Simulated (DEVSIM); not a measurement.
System: abrupt Ge p-n junction, at 300 K.

Layer 1 from the left is Ge, thickness (μm) 0.340, Na (cm⁻³) 1.5e18, τn (s) 1.5e-7, τp (s) 5.1e-7. Layer 2 from the left is Ge, thickness (μm) 0.980, Nd (cm⁻³) 2.7e17, τn (s) 5.1e-7, τp (s) 5.1e-7.

Left contact: ohmic. Right contact: ohmic. Voltage is applied to the left contact. Recombination: SRH at mid-gap, radiative. Mobility is constant in doping.

The device is made up for the run: typed textbook-type constants, with dimensions and the other settings drawn at random. Values at 300 K.

Ge: gap (eV) 0.664, affinity (eV) 4, permittivity 16, Nc (cm⁻³) 1.04e19, Nv (cm⁻³) 6e18, μn (cm²/Vs) 3900, μp (cm²/Vs) 1900, B (cm³/s) 6.4e-14.

Simulated with DEVSIM: 1D drift-diffusion, Boltzmann statistics, complete ionisation; no tunnelling, impact ionisation, image-force lowering or self-heating.

### Question
What does the simulation give for the potential step across the device at zero bias, the largest field in the device at zero bias, the dark forward voltage at 100 A/cm²?

### Answer
potential step across the device at zero bias 0.534 V; largest field in the device at zero bias 160000 V/cm; dark forward voltage at 100 A/cm² 0.331 V.
